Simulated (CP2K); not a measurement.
CP2K run on AlInCu2S4 (I-4, 8 atoms in the cell): self-consistent single point.

Computed with LDA (Pade form), GPW, DZVP-MOLOPT-SR-GTH basis, GTH-PADE potentials (GTH_POTENTIALS) (CP2K).

The change in words: lattice scaled by 0.98. Reference geometry:
```
AlIn(CuS2)2
1.0
    6.66097     0.00000     0.00000
    2.16174     6.30042     0.00000
   -4.41135    -3.15021     3.87099
Al In Cu S
1 1 2 4
Direct
  0.75000   0.25000   0.50000
  0.50000   0.50000   0.00000
  0.25000   0.75000   0.50000
  0.00000   0.00000   0.00000
  0.09857   0.10932   0.47431
  0.89068   0.36499   0.98925
  0.63501   0.62426   0.52569
  0.37574   0.90143   0.01075
```

Reference input (self-consistent single point, DFT LDA (Pade form), GPW, DZVP-MOLOPT-SR-GTH basis, GTH-PADE potentials (GTH_POTENTIALS)): CUTOFF = 600 Ry; REL_CUTOFF = 60 Ry; SMEAR/METHOD = FERMI_DIRAC; ELECTRONIC_TEMPERATURE = 580.23 K; KPOINTS/SCHEME = MONKHORST-PACK 5 5 5; XC_FUNCTIONAL = PADE; Al/BASIS_SET = DZVP-MOLOPT-SR-GTH-q3; Al/POTENTIAL = GTH-PADE-q3; In/BASIS_SET = DZVP-MOLOPT-SR-GTH-q13; In/POTENTIAL = GTH-PADE-q13; Cu/BASIS_SET = DZVP-MOLOPT-SR-GTH-q11; Cu/POTENTIAL = GTH-PADE-q11. This run's input differs from it in these lines:

```diff
@@ -62,5 +62,5 @@
     &CELL
-      A 6.66096600 0.00000000 0.00000000
-      B 2.16174300 6.30042300 0.00000000
-      C -4.41135400 -3.15021100 3.87099200
+      A 6.52774600 0.00000000 0.00000000
+      B 2.11850800 6.17441400 0.00000000
+      C -4.32312700 -3.08720700 3.79357300
       PERIODIC XYZ
@@ -68,10 +68,10 @@
     &COORD
-      Al       3.33048325     0.00000025     1.93549600
-      In       4.41135450     3.15021150     0.00000000
-      Cu       1.08087175     3.15021175     1.93549600
+      Al       3.26387300     0.00000000     1.89678650
+      In       4.32312700     3.08720700     0.00000000
+      Cu       1.05925400     3.08720700     1.89678650
       Cu       0.00000000     0.00000000     0.00000000
-      S       -1.19945615    -0.80541434     1.83605022
-      S        2.35787183    -0.81675484     3.82937884
-      S        3.26026502     2.27706764     2.03494178
-      S        4.40402930     5.64552554     0.04161316
+      S       -1.17546715    -0.78930621     1.79932961
+      S        2.31071366    -0.80042016     3.75279209
+      S        3.19505916     2.23152584     1.99424339
+      S        4.31594833     5.53261454     0.04078091
     &END COORD
```

Output, abridged:

```
 SCF WAVEFUNCTION OPTIMIZATION

  Step     Update method      Time    Convergence         Total energy    Change
     1 NoMix/Diag. 0.20E+00      -     1.06216968      -196.0641556317 -1.96E+02
     2 Broy./Diag. 0.20E+00      -     0.27217447      -198.5464737952 -2.48E+00
     3 Broy./Diag. 0.20E+00      -     0.07633701      -195.7011426126  2.85E+00
     4 Broy./Diag. 0.20E+00      -     0.16553732      -195.8120725377 -1.11E-01
     5 Broy./Diag. 0.20E+00      -     0.02702048      -195.8997467405 -8.77E-02
     6 Broy./Diag. 0.20E+00      -     0.00990015      -195.6760248430  2.24E-01
   [... 8 lines left out ...]
    15 Broy./Diag. 0.20E+00      -     0.00000162      -195.7759924400 -2.20E-05
    16 Broy./Diag. 0.20E+00      -     0.00000052      -195.7760034819 -1.10E-05
    17 Broy./Diag. 0.20E+00      -     0.00000013      -195.7760060537 -2.57E-06
    18 Broy./Diag. 0.20E+00      -     0.00000006      -195.7760057471  3.07E-07
  *** SCF run converged in    18 steps ***

  Overlap energy of the core charge distribution:               0.00000001773539
  Self energy of the core charge distribution:               -321.11663736373106
  Core Hamiltonian energy:                                     94.19676320649144
  Hartree energy:                                              63.51814719487366
  Exchange-correlation energy:                                -32.37427851366466
  Electronic entropic energy:                                  -0.00000028878299
  Fermi energy:                                                 0.19698630377777

  Total energy:                                              -195.77600574707836
  Total energy (extrapolated to T->0):                       -195.77600560268687

   [... lines left out ...]

 STRESS| Analytical stress tensor [bar]
 STRESS|                        x                   y                   z
 STRESS|      x       -5.09021104727E+03   8.45904367036E+02   1.45671487510E-02
 STRESS|      y        8.45904367036E+02  -5.67042946393E+03   4.62406928528E-02
 STRESS|      z        1.45671487510E-02   4.62406928528E-02  -6.27484693957E+03
 STRESS| 1/3 Trace                                            -5.67849581692E+03
```

The run converged in 18 iterations. Against the reference run the free energy goes down by 22.1 meV/atom, the pressure goes from -5.10 to -0.57 GPa, the largest force goes from 0.308 to 0.493 eV/Å and the gap on the mesh goes from 0.553 to 0.852 eV.

The starting cell comes from a database of computed structures (which also holds hypothetical and non-ambient phases and stackings), without a prior relaxation at this level. For this run, on top of that: lattice scaled by 0.98. Values carry the incompleteness of an atom-centred basis.

Cost on one core of a shared machine: roughly 3 min.
